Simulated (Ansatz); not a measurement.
An Ansatz (a program for electronic structure) run: Os with a change (tensor shear ε_xz = −3.95 %); r2SCAN (Ansatz; PAW; 500 eV plane waves; without spin-orbit coupling).

Input:

Ansatz 0.2 input:
```yaml
crystal:
  lattice:
    - [2.7379520584, 0, -0.1081491063]
    - [-1.3689760292, 2.3711360369, 0.0540745532]
    - [-0.1705776349, 0, 4.3184211364]
  atoms:
    - { symbol: Os, position: [0.3333333333, 0.6666666667, 0.75] }
    - { symbol: Os, position: [0.6666666667, 0.3333333333, 0.25] }
basis: { ecutwfc: 500, ecutrho_ratio: 4, xc_grid: 4, fft_grid_basis: typed }
kpoints: { mp_grid: { grid: [24, 24, 13] } }
hamiltonian:
  xc: r2scan
  dispersion: none
  pseudopotentials: { kind: paw }
scf: { occupations: { method: fermi_dirac, width: 0.1 }, convergence: { dr2_threshold: 0.0000000002 } }
relax: { f_tol: 0.005, max_steps: 50 }
output: { forces: true, stress: true }
checkpoint: { write: state.ck, write_every: 1000 }
```

Output (explanatory and most iteration lines left out):

```
Relaxation: its limit of steps is 50 (relax.max_steps)
Pseudopotential: Os, paw, valence charge 16
Crystal: 2 atoms, lattice volume = 27.992 Å³
Basis set: ecut = 500 eV, 683 PW (Γ), exchange–correlation on 80×80×128 points (64 copies of the dense FFT grid, shifted against one another)
Bands: 20, of which v1, the nominal top of the filled ones, is band 16 counted from 1 (15 counted from 0)
Symmetry: 4 space group operations
Space group: C2/c (ITA 15), of the structure as read, at distance tolerance 3.0e-5 Å
k-points: 1957 of 7488
Functional: x = r2scan, c = r2scan; τ floored in thin density (d = 2e-4 eV/Å³)
SCF iter   1: F=—  HF=-22795.078259 eV  |F-HF|=—  |Δ(HF+E_count)|=         —  Δρ=1.10e-2  dr2=7.20e-3  dr2_τ=4.08e-2  ethr=1.77e-3  ⟨swp⟩=4.5  Hψ=155711  notcnv=0
SCF iter   2: F=—  HF=-22795.129342 eV  |F-HF|=—  |Δ(HF+E_count)|=   5.11e-2  Δρ=6.73e-3  dr2=2.83e-3  dr2_τ=5.74e-4  ethr=2.25e-5  ⟨swp⟩=2.0  Hψ=72406  notcnv=0
SCF 1 converged in 9 iterations: F = -22795.135513 eV  dr2 = 1.52e-11
relax step   1: F+E_penalty+E_count = -22795.13551260 eV  Δ(F+E_penalty+E_count) = +0.000e0 eV  max|allowed force component| = 1.946e-1 eV/Å  Δτ_max = 0.0000 Å  (9 SCF iters, accepted)
Crystal: 2 atoms, lattice volume = 27.992 Å³
SCF iter   1: F=—  HF=-22795.072298 eV  |F-HF|=—  |Δ(HF+E_count)|=         —  Δρ=3.06e-3  dr2=9.25e-4  dr2_τ=1.82e-1  ethr=3.04e-6  ⟨swp⟩=2.0  Hψ=149543  notcnv=0
SCF iter   2: F=—  HF=-22795.133679 eV  |F-HF|=—  |Δ(HF+E_count)|=   6.14e-2  Δρ=2.00e-3  dr2=4.29e-4  dr2_τ=5.48e-5  ethr=2.89e-6  ⟨swp⟩=2.3  Hψ=73633  notcnv=0
SCF 2 converged in 9 iterations: F = -22795.133927 eV  dr2 = 9.83e-12
relax step   2: F+E_penalty+E_count = -22795.13392721 eV  Δ(F+E_penalty+E_count) = +1.585e-3 eV  max|allowed force component| = 2.565e-1 eV/Å  Δτ_max = 0.0242 Å  (9 SCF iters, rejected (line search))
Crystal: 2 atoms, lattice volume = 27.992 Å³
SCF iter   1: F=—  HF=-22795.118073 eV  |F-HF|=—  |Δ(HF+E_count)|=         —  Δρ=1.68e-3  dr2=2.87e-4  dr2_τ=5.64e-2  ethr=8.95e-6  ⟨swp⟩=2.5  Hψ=113425  notcnv=0
SCF iter   2: F=—  HF=-22795.137430 eV  |F-HF|=—  |Δ(HF+E_count)|=   1.94e-2  Δρ=1.12e-3  dr2=1.29e-4  dr2_τ=1.56e-5  ethr=8.98e-7  ⟨swp⟩=2.0  Hψ=87182  notcnv=0
SCF 3 converged in 8 iterations: F = -22795.137507 eV  dr2 = 1.17e-10
relax step   3: F+E_penalty+E_count = -22795.13750718 eV  Δ(F+E_penalty+E_count) = -1.995e-3 eV  max|allowed force component| = 8.042e-3 eV/Å  Δτ_max = 0.0107 Å  (8 SCF iters, accepted)
Crystal: 2 atoms, lattice volume = 27.992 Å³
SCF iter   1: F=—  HF=-22795.137492 eV  |F-HF|=—  |Δ(HF+E_count)|=         —  Δρ=5.25e-5  dr2=2.77e-7  dr2_τ=5.49e-5  ethr=8.75e-9  ⟨swp⟩=2.4  Hψ=104062  notcnv=0
SCF iter   2: F=—  HF=-22795.137511 eV  |F-HF|=—  |Δ(HF+E_count)|=   1.89e-5  Δρ=3.44e-5  dr2=1.23e-7  dr2_τ=1.50e-8  ethr=8.65e-10  ⟨swp⟩=2.0  Hψ=87194  notcnv=0
SCF 4 converged in 5 iterations: F = -22795.137511 eV  dr2 = 4.21e-11
relax step   4: F+E_penalty+E_count = -22795.13751064 eV  Δ(F+E_penalty+E_count) = -3.462e-6 eV  max|allowed force component| = 1.751e-4 eV/Å  Δτ_max = 0.0004 Å  (5 SCF iters, accepted)
Crystal: 2 atoms, lattice volume = 27.992 Å³
SCF iter   1: F=—  HF=-22795.137511 eV  |F-HF|=—  |Δ(HF+E_count)|=         —  Δρ=5.28e-7  dr2=4.21e-11  dr2_τ=1.62e-12  ethr=1.00e-12  ⟨swp⟩=2.3  Hψ=193155  notcnv=0
SCF iter   2: F=-22795.137511 eV  HF=-22795.137511 eV  |F-HF|=1.82e-11  |Δ(HF+E_count)|=  3.64e-12  Δρ=2.48e-7  dr2=6.89e-12  dr2_τ=1.83e-12  ethr=1.00e-12  ⟨swp⟩=3.0  Hψ=110161  notcnv=0
SCF 5 converged in 2 iterations: F = -22795.137511 eV  dr2 = 6.89e-12
SCF converged after 2 iterations
Free energy (F): -22795.137511 eV
Internal energy: -22795.096172 eV  (E = F + TS)
E sigma→0 (E₀):  -22795.116841 eV
Entropy (-TS):   -0.041339 eV (-20.669 meV/atom)
Fermi energy:    25.818260 eV
--- Forces (eV/Å), atoms counted from 1 ---
  atom   1  Os     0.00000000    -0.00017839    -0.00000000
  atom   2  Os     0.00000000     0.00017839     0.00000000
--- Stress (GPa, compression-positive) ---
        1.801034      -0.000000      20.408010
       -0.000000       1.171922      -0.000000
       20.408010      -0.000000       4.727779
  P = ⅓ Tr σ = 2.5669 GPa (25.669 kbar)
--- Relaxed structure (4 steps of the walk, 3 accepted, 0 SCFs on fresh bases) ---
  atoms:
    - { symbol: Os, position: [0.3355076971643908, 0.6710153943287817, 0.75] }
    - { symbol: Os, position: [0.6644923028356092, 0.3289846056712184, 0.24999999999999997] }
```

The cells carry an imposed strain or load. Stability against distortions was not tested. All final runs are without spin polarisation. The cell was made from Os in the hcp (Mg type) structure (space group P6_3/mmc, No. 194) by this change: tensor shear ε_xz = −3.95 %.
